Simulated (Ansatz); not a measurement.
Mo under a change: uniaxial strain ε_yy = −2.73 %

Start from Mo in the bcc (W type) structure (space group Im-3m, No. 229; a = 3.151 Å; relaxed with 0.1 eV smearing). Axes: x, y, z lie along the cube axes.

One thing is altered: uniaxial strain ε_yy = −2.73 %, all other strain components held at zero; the atoms relax in the strained cell.

Calculations: r2SCAN (Ansatz, a first-principles code, PAW, scalar-relativistic without spin-orbit coupling), earlier PAW set. k-mesh 29×29×29 (Γ-centred); smearing 0.1 eV (Fermi–Dirac).

* **Space group**: I4/mmm (No. 139) (base Im-3m (No. 229))
* **Shortest interatomic distance**: 2.704 Å (base 2.729 Å)
* **Energy relative to the base (free energy F)**: +19 meV/atom
* **Pressure (mean of the normal stresses, compression positive)**: 8.1 GPa (base 0.0 GPa)
* **Band gap**: zero (base zero)
* **Stress (xx, yy, zz, yz, xz, xy; compression positive)**: (4.8, 14.6, 4.8, 0.0, 0.0, 0.0) GPa

Cost of the whole job for the changed cell (relaxation, final SCF and bands): about 2.7 core-minutes (a rough figure).

No phonon test of stability was made. The final runs are not spin-polarised.
